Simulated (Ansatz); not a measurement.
Spinel GeNi2O4, treated with rVV10 (plane waves, PAW; Ansatz, a first-principles code).

Settings: plane-wave cutoff 520 eV, 12×12×12 k mesh, Fermi–Dirac smearing 0.05 eV, spin-polarised start, scalar-relativistic PAW data made under PBE.

Computed points:

| V (Å³/atom) | E − E_lowest (meV/atom) |
|---|---|
| 9.991 | 10.30 |
| 10.199 | 2.49 |
| 10.407 | 0.00 |
| 10.615 | 2.28 |
| 10.823 | 8.82 |

What bulk modulus B0 and pressure derivative B′ does a third-order Birch–Murnaghan fit give?

V0 = 10.408 Å³/atom, B0 = 183 GPa, B′ = 4.6 (fit to the energies at full precision).

Note: the magnetic order was assumed, not searched for or taken from measurement; the relaxation could not lower the start's symmetry, so the cell can be a saddle point above a distorted one.

Static lattice: no zero-point or thermal effects.
